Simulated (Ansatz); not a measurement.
For bcc (W type) W at 825 K, quasi-harmonic lattice dynamics with DFT at the PBEsol level (Ansatz, a program for electronic structure) gives a volume expansion coefficient α_V = 15.10 × 10⁻⁶ K⁻¹, an isothermal bulk modulus B_T = 306.6 GPa, a molar volume V_m = 9.554 cm³/mol and C_V = 25.72 J/(mol K). The run noted for some of its cells that some bands missed the eigensolver's tolerance. Spin-orbit coupling is not included.

### Question
Work out the Grüneisen parameter, C_P and the adiabatic bulk modulus.

### Answer
γ = α_V B_T V_m / C_V = 1.72. C_P − C_V = α_V² B_T V_m T = 0.55 J/(mol K), so C_P = 26.27 J/(mol K). B_S = B_T C_P/C_V = B_T (1 + α_V γ T) = 313.2 GPa.
